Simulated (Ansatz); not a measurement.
A (8,0) silicon nanotube, relaxed period 6.672 Å, atoms relaxed at each strain.

| strain | energy (meV a period) | axial force (nN) |
|---|---|---|
| -0.015 | +83.5 | -2.62 |
| +0.015 | +75.7 | +2.47 |

Calculation: PBE (plane waves to 420 eV, PAW; Ansatz, a quantum-chemistry and plane-wave program). Mesh 1×1×12. No spin polarisation. One-dimensional cell, images about 11 Å apart. A hypothetical model, rolled from the flat sheet. It keeps the symmetry and period of its start, so it need not be a minimum against all distortions. Buckling under compression is shut out by symmetry and the short period. Energies are free energies at a Fermi–Dirac width of 0.05 eV, from the unstrained cell.

Mean diameter 9.87 Å.

**Question.** Work out the axial stiffness dF/dε in two ways, and what it means for a modulus.

**Answer.** From the forces: (+2.47 − (-2.62))/0.030 = 170 nN. From the energies: (E₊ + E₋)/(ε² c) = 0.1592 eV/(0.015² × 6.672 Å) = 106.0 eV/Å = 170 nN. The two agree to within 1 %. Spread over the circumference π × 9.87 Å, the force value is a sheet stiffness of 55 N/m.
